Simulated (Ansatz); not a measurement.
Relaxation of the outer planes of the (0001) surface of hcp Mg in its 1x1 cell, outermost plane spacing 2.59 Å in the ideal cut.

Computed with PBE (plane waves to 420 eV, PAW; Ansatz, an electronic-structure program).

Model: 5-atom slab, 10.4 Å thick at the start (thin: gaps and levels are the slab's own), 13x13x1 mesh, Fermi-Dirac 0.1 eV, dipole correction, all atoms relaxed; start symmetry kept, larger cells not searched; no spin, no spin-orbit, no U.

```csv
plane,atoms,bulk spacing to the next (Å),relaxed spacing (Å),change (%),rumpling (Å)
1,Mg,2.590,___,___,0.00
```

Fill in the missing entries.


- 1, relaxed spacing (Å): 2.628
- 1, change (%): 1.5
